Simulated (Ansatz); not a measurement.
Start from an 8-atom supercell of FeSi (space group P2_13, No. 198; a = 4.4035 Å; non-magnetic) at its relaxed geometry.

Computed with Ansatz (a quantum-chemistry and plane-wave program) PBEsol, spin-orbit coupling left out.

For the base:

Pressure: -0.1 GPa

It is then changed as follows: one H atom is added in an open site, starting 1.80 Å from the nearest host atom, atoms relaxed at fixed cell, starting from a slightly rattled geometry.

Q: Estimate the effect on the final site of the added atom, largest displacement of a host atom from its site in the perfect cell and pressure.

A: The final site of the added atom comes out as 3 Fe at 1.67 Å (trigonal pyramidal); the largest displacement of a host atom from its site in the perfect cell is 0.07 Å; the pressure goes up by 6.7 GPa (-0.1 GPa → 6.6 GPa).

Other magnetic orders, which the real material may have, were not ruled out. In so small a cell the defect repeats every few ångströms: this is an ordered compound, not a dilute defect. Seeded moments were not kept for the base. Spin-polarised in the final run: H interstitial (started 1.80 Å from the nearest host atom); the other runs are not. The defect cell is spin-polarised and ends with 1.0 μB.
